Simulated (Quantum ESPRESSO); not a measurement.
Quantum ESPRESSO run on Ga (Cmce, 4 atoms in the cell): self-consistent single point.

Computed with PBE, PseudoDojo standard norm-conserving (PBE) pseudopotentials (plane waves; Quantum ESPRESSO).

The change in words: lattice scaled by 0.98. Reference geometry:
```xyz
4
Lattice="2.1925 -3.7587 0.0000 2.1925 3.7587 0.0000 0.0000 0.0000 4.5072" Properties=species:S:1:pos:R:3 pbc="T T T"
Ga     2.1925    -1.1705     1.8723
Ga     2.1925     1.1705     2.6349
Ga     2.1925    -2.5883     4.1259
Ga     2.1925     2.5883     0.3813
```

Reference input (self-consistent single point, DFT, PBE, plane waves, PseudoDojo standard norm-conserving (PBE) pseudopotentials): ecutwfc = 80 Ry; occupations = smearing; smearing = gauss; degauss = 0.019992 Ry; potentials = {Ga: Ga.upf}; K_POINTS = automatic 7 7 6 0 0 0; conv_thr = 1e-10 Ry. This run's input differs from it in these lines:

```diff
@@ -30,5 +30,5 @@
 CELL_PARAMETERS {angstrom}
-   2.1925350000    -3.7587210000     0.0000000000
-   2.1925350000     3.7587210000     0.0000000000
-   0.0000000000     0.0000000000     4.5072120000
+   2.1486840000    -3.6835470000     0.0000000000
+   2.1486840000     3.6835470000     0.0000000000
+   0.0000000000     0.0000000000     4.4170680000
```

Output (repeated stretches shortened):

```
     Self-consistent Calculation

     iteration #  1     ecut=    80.00 Ry     beta= 0.70

     Threshold (ethr) on eigenvalues was too large:
     Diagonalizing with lowered threshold

     total energy              =    -611.74951553 Ry
     estimated scf accuracy    <       0.04798751 Ry

     iteration #  2     ecut=    80.00 Ry     beta= 0.70

     total energy              =    -611.75809634 Ry
     estimated scf accuracy    <       0.00359766 Ry

     iteration #  3     ecut=    80.00 Ry     beta= 0.70

     total energy              =    -611.75848294 Ry
     estimated scf accuracy    <       0.00026067 Ry

   [... 4 blocks of this kind left out ...]

     iteration #  8     ecut=    80.00 Ry     beta= 0.70

     total energy              =    -611.75852998 Ry
     estimated scf accuracy    <          4.9E-10 Ry

     iteration #  9     ecut=    80.00 Ry     beta= 0.70
     End of self-consistent calculation

     the Fermi energy is    11.9244 ev

!    total energy              =    -611.75852998 Ry
     estimated scf accuracy    <          3.4E-11 Ry
     smearing contrib. (-TS)   =      -0.00159069 Ry
     internal energy E=F+TS    =    -611.75693929 Ry

     convergence has been achieved in   9 iterations

     Forces acting on atoms (cartesian axes, Ry/au):

     atom    1 type  1   force =     0.00000000    0.00198753    0.00031967
     atom    2 type  1   force =     0.00000000   -0.00198753   -0.00031967
     atom    3 type  1   force =     0.00000000   -0.00198753    0.00031967
     atom    4 type  1   force =     0.00000000    0.00198753   -0.00031967

     Total force =     0.004026     Total SCF correction =     0.000049

          total   stress  (Ry/bohr**3)                   (kbar)     P=      109.20
   0.00075011  -0.00000000   0.00000000          110.34       -0.00        0.00
  -0.00000000   0.00077548   0.00000000           -0.00      114.08        0.00
   0.00000000   0.00000000   0.00070133            0.00        0.00      103.17

   JOB DONE.
```

The run converged in 9 iterations. Against the reference run the free energy goes up by 55.4 meV/atom, the pressure goes from 5.52 to 10.92 GPa and the largest force goes from 0.035 to 0.052 eV/Å.

The starting cell comes from a database of computed structures (which also holds hypothetical and non-ambient phases and stackings), without a prior relaxation at this level. Its lattice was rescaled by a random factor within 2.5 % of one. For this run, on top of that: lattice scaled by 0.98. With a pressure of about 11 GPa the cell is away from its equilibrium volume at this level.

Cost on one core of a shared machine: roughly 4 min.
